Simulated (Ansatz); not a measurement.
Ansatz (a program for electronic structure) run on WC (P3m1, 2 atoms in the cell): self-consistent single point.

Level of theory: LDA (PW92), PAW files made with PBE (plane waves; Ansatz).

```
CELL_PARAMETERS angstrom
      1.46227    -2.53274     0.00000
      1.46227     2.53274     0.00000
      0.00000     0.00000     2.85420
ATOMIC_POSITIONS crystal
  W  0.00000 0.00000 0.01752
  C  0.33333 0.66667 0.50000
```

Reference input (self-consistent single point, DFT, LDA (PW92), plane waves, PAW files made with PBE): basis.ecutwfc = 420 eV; kpoints.mp_grid.grid = 13 13 12; hamiltonian.xc = lda; hamiltonian.pseudopotentials = {kind: paw} (the program's default PAW files); scf.occupations.method = gaussian; scf.occupations.width = 0.1 eV. This run's input differs from it in these lines:

Ansatz 0.2 input:
```diff
@@ -12,3 +12,3 @@
   mp_grid:
-    grid: [13, 13, 12]
+    grid: [21, 21, 20]
 hamiltonian:
@@ -20,3 +20,3 @@
   occupations:
-    method: gaussian
+    method: fermi_dirac
     width: 0.1
```

Output, abridged:

```
SCF iter   1: F=—  HF=-10375.347858 eV  |F-HF|=—  |Δ(HF+E_count)|=         —  Δρ=1.30e-1  dr2=4.87e0  ethr=3.10e-3  ⟨swp⟩=5.0  Hψ=53720  notcnv=0
all-band conjugate gradients solve this SCF's bands
preconditioner: auto → none
SCF iter   2: F=—  HF=-10374.746562 eV  |F-HF|=—  |Δ(HF+E_count)|=   6.01e-1  Δρ=9.12e-2  dr2=2.48e0  ethr=3.10e-3  ⟨swp⟩=2.0  Hψ=21431  notcnv=0
SCF iter   3: F=—  HF=-10374.123565 eV  |F-HF|=—  |Δ(HF+E_count)|=   6.23e-1  Δρ=7.40e-3  dr2=1.10e-2  ethr=3.10e-3  ⟨swp⟩=2.2  Hψ=19285  notcnv=0
SCF iter   4: F=—  HF=-10374.122688 eV  |F-HF|=—  |Δ(HF+E_count)|=   8.77e-4  Δρ=1.09e-3  dr2=1.24e-4  ethr=6.14e-5  ⟨swp⟩=1.1  Hψ=17982  notcnv=0
SCF iter   5: F=—  HF=-10374.122743 eV  |F-HF|=—  |Δ(HF+E_count)|=   5.49e-5  Δρ=1.89e-4  dr2=5.68e-6  ethr=6.90e-7  ⟨swp⟩=2.2  Hψ=16914  notcnv=0
SCF iter   6: F=—  HF=-10374.122742 eV  |F-HF|=—  |Δ(HF+E_count)|=   6.10e-7  Δρ=4.91e-5  dr2=4.85e-7  ethr=3.16e-8  ⟨swp⟩=2.1  Hψ=17245  notcnv=0
SCF iter   7: F=-10374.122742 eV  HF=-10374.122742 eV  |F-HF|=1.87e-9  |Δ(HF+E_count)|=   1.67e-7  Δρ=9.41e-6  dr2=6.79e-9  ethr=5.56e-10  ⟨swp⟩=5.4  Hψ=51327  notcnv=0
SCF 1 converged in 7 iterations: F = -10374.122742 eV  dr2 = 6.79e-9
Free energy (F): -10374.122742 eV
Internal energy: -10374.112173 eV  (E = F + TS)
E sigma→0 (E₀):  -10374.117458 eV
Entropy (-TS):   -0.010569 eV (-5.284 meV/atom)
Fermi energy:    19.681417 eV
--- Forces (eV/Å), atoms counted from 1 ---
  atom   1  W     -0.00000000    -0.00000000    -0.60523802
  atom   2  C      0.00000000    -0.00000000     0.60518775
--- Stress (GPa, compression-positive) ---
      -14.969497       0.000000       0.000000
        0.000000     -14.969497      -0.000000
        0.000000       0.000000     -18.095882
  P = ⅓ Tr σ = -16.0116 GPa (-160.116 kbar)
  The stress holds the Pulay correction. Without it, at fixed plane waves, as pw.x and ABINIT print it: P = -16.2467 GPa
```

The run converged in 7 iterations. Against the reference run the free energy falls by 1.9 meV/atom, the pressure moves little (-16.11 to -16.01 GPa) and the largest force hardly changes (0.607 to 0.605 eV/Å).

The starting cell has typed, rounded lattice constants, without a prior relaxation at this level. Its lattice was rescaled by up to half a per cent. One atom was moved a little off its site on purpose. Spin polarisation is off. With a pressure of about -16 GPa the cell is away from its equilibrium volume at this level. Ansatz's pressure includes its estimate of the finite-basis (Pulay) stress.
